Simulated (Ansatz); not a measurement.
# Worked example: self-consistent single point of CsH (P4mm, 2 atoms in the cell) in Ansatz

Level of theory: LDA (PW92), default PAW files made with PBE (plane waves; Ansatz, an electronic-structure program).

This input was run:

Ansatz 0.2 input:
```yaml
# CsH
crystal:
  lattice:
    - [3.799318, 0.000000, 0.000000]
    - [0.000000, 3.799318, 0.000000]
    - [0.000000, 0.000000, 3.799318]
  atoms:
    - { symbol: Cs, position: [0.000000, 0.000000, 0.013160] }
    - { symbol: H, position: [0.500000, 0.500000, 0.500000] }
basis:
  ecutwfc: 420.0 eV
kpoints:
  mp_grid: { grid: [7, 7, 7] }
hamiltonian:
  xc: lda
  pseudopotentials: { kind: paw }
scf:
  occupations: { method: fixed }
output:
  forces: true
  eigenvalues: true
  stress: true
```

Output, abridged:

```
WARN ansatz: RAYON_NUM_THREADS=1 ignored (pool sized by the plan → 1); use --threads N
Pseudopotentials: kind: paw
Pseudopotential: Cs, paw, valence charge 9
Pseudopotential: H, paw, valence charge 1
Crystal: 2 atoms, lattice volume = 54.842 Å³
Basis set: ecut = 420 eV, 1045 PW (Γ)
Bands: 9, of which v1, the nominal top of the filled ones, is band 5 counted from 1 (4 counted from 0)
Symmetry: 8 space group operations
Space group: P4mm (ITA 99), of the structure as read, at distance tolerance 3.8e-5 Å
k-points: 40 of 343 (time reversal used)
PAW frozen core: Cs, regenerated for the run's functional, and the local potential with it
Initial density: superposition of atomic densities (neutral atoms: chi_scale 0, normalization atom), corrected by the library's trained network
Initial wavefunctions: pseudopotential atomic-orbital guess
Eigensolver: davidson
Functional: x = slater, c = lda
SCF iter   1: F=—  HF=-5520.933962 eV  |F-HF|=—  |Δ(HF+E_count)|=         —  Δρ=8.77e-3  dr2=5.11e-2  ethr=1.77e-3  ⟨swp⟩=4.0  Hψ=2287  notcnv=0  defer=73
all-band conjugate gradients solve this SCF's bands
preconditioner: auto → none
SCF iter   2: F=—  HF=-5520.915819 eV  |F-HF|=—  |Δ(HF+E_count)|=   1.81e-2  Δρ=1.51e-3  dr2=1.07e-3  ethr=5.11e-4  ⟨swp⟩=2.0  Hψ=754  notcnv=0  defer=79
SCF iter   3: F=—  HF=-5520.915609 eV  |F-HF|=—  |Δ(HF+E_count)|=   2.10e-4  Δρ=5.99e-4  dr2=1.35e-4  ethr=1.07e-5  ⟨swp⟩=2.0  Hψ=459  notcnv=0  defer=80
SCF iter   4: F=—  HF=-5520.915603 eV  |F-HF|=—  |Δ(HF+E_count)|=   5.65e-6  Δρ=8.78e-5  dr2=1.82e-6  ethr=1.35e-6  ⟨swp⟩=2.1  Hψ=546  notcnv=0  defer=47
SCF iter   5: F=—  HF=-5520.915604 eV  |F-HF|=—  |Δ(HF+E_count)|=   3.90e-7  Δρ=1.48e-5  dr2=1.28e-7  ethr=1.82e-8  ⟨swp⟩=2.0  Hψ=520  notcnv=0  defer=13
SCF iter   6: F=-5520.915604 eV  HF=-5520.915604 eV  |F-HF|=4.18e-10  |Δ(HF+E_count)|=   6.15e-8  Δρ=1.53e-6  dr2=1.29e-9  ethr=1.00e-9  ⟨swp⟩=6.3  Hψ=2211  notcnv=0
SCF 1 converged in 6 iterations: F = -5520.915604 eV  dr2 = 1.29e-9
SCF converged after 6 iterations
Free energy (F): -5520.915604 eV
Harris-Foulkes:  -5520.915604 eV  (|F-HF|=4.18e-10)
Internal energy: -5520.915604 eV  (E = F + TS)
E sigma→0 (E₀):  -5520.915604 eV
Fermi energy:    4.035767 eV
--- Per-component energies (eV) ---
  E_band       = -52.653204
  E_kinetic    = 154.804075
  E_local      = -233.820876  (includes V_loc(G=0)·N_el)
  E_nonlocal   = 33.706688
  E_hartree    = 77.142897
  E_xc         = -181.538005
  E_vxc        = -138.015342  (∫ρ·V_xc dr)
  E_paw        = -4903.243141  (= ΣΔE_a)
  E_vpaw       = -23.612853  (= ΣTr[D̂ρ^β])
  E_aug_tail   = -0.000985  (compensation charges beyond the density's cutoff)
  E_ewald      = -468.236813
  E_core_change = 0.270556  (= ΣΔE_core)
  E_smearing   = -0.000000  (= −TS)
  E_closure    = 0.000000  (closes the sum)
  Σ components = -5520.915604   (vs F -5520.915604, Δ=0.00e0)
--- Forces (eV/Å), atoms counted from 1 ---
  atom   1  Cs     0.00000000     0.00000000    -0.01613098
  atom   2  H     -0.00000000     0.00000000     0.01613080
  max |Σ_I F_I| component: 1.77e-7 eV/Å
--- Stress (GPa, compression-positive) ---
       -1.795545       0.000000      -0.000000
        0.000000      -1.795545       0.000000
       -0.000000       0.000000      -1.791720
  P = ⅓ Tr σ = -1.7943 GPa (-17.943 kbar)
  The stress holds the Pulay correction. Without it, at fixed plane waves, as pw.x and ABINIT print it: P = -1.8201 GPa
--- Band table (eV; the first three rows and the last of 40) ---
  k-point 0: bands = ["-17.5774", "-3.5449", "-3.5444", "-3.5444", "2.2017", "7.4288", "7.4298", "11.4141", "13.8029"]
  k-point 1: bands = ["-17.5471", "-3.9132", "-3.5138", "-3.5138", "2.5292", "7.5524", "7.8219", "10.8395", "12.3266"]
  k-point 2: bands = ["-17.4773", "-4.6154", "-3.4435", "-3.4435", "3.2427", "7.7217", "7.8699", "11.0585", "11.0585"]
  k-point 39: bands = ["-17.1254", "-4.5595", "-4.5440", "-4.5437", "4.0358", "6.9925", "6.9946", "7.5368", "14.0311"]
```

The run converged in 6 iterations.

The starting cell comes from a database of computed structures (which also holds hypothetical and non-ambient phases and stackings), without a prior relaxation at this level. Its lattice was rescaled by up to half a per cent. One atom was moved a little off its site on purpose. Ansatz's pressure includes its estimate of the finite-basis (Pulay) stress. Another mesh or the band path of this cell gives a smaller gap, so this value is not converged in the mesh.
